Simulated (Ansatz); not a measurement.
**Zinc-blende KBr (model structure)**

The numbers are results of PBE (plane waves, PAW; Ansatz, an electronic-structure program), not measurements.

Numerical settings: plane-wave cutoff 500 eV, 8×8×8 k mesh, gaussian smearing 0.02 eV, scalar-relativistic PAW data made under PBE.

Cell (relaxed at this level):

```cif
data_BrK
_chemical_formula_sum 'K1 Br1'
_space_group_name_H-M_alt 'P 1'
_space_group_IT_number 1
_cell_length_a 5.25912
_cell_length_b 5.25912
_cell_length_c 5.25912
_cell_angle_alpha 60.000
_cell_angle_beta 60.000
_cell_angle_gamma 60.000
loop_
_space_group_symop_operation_xyz
  'x, y, z'
loop_
_atom_site_label
_atom_site_type_symbol
_atom_site_fract_x
_atom_site_fract_y
_atom_site_fract_z
_atom_site_occupancy
K1 K 0.00000 0.00000 0.00000 1
Br1 Br 0.25000 0.25000 0.25000 1
```

```yaml
band_gap: 4.24 eV (on the SCF k mesh)
```

Note: the relaxation could raise the start's symmetry but not lower it, so the cell can be a saddle point.

Spin–orbit coupling is not included.

Cost on a shared machine: very roughly 26 core-seconds.

A model structure was made by putting elements into a prototype or built by hand; it is no filed structure, need not be a known phase, and can be a saddle point held by its symmetry.
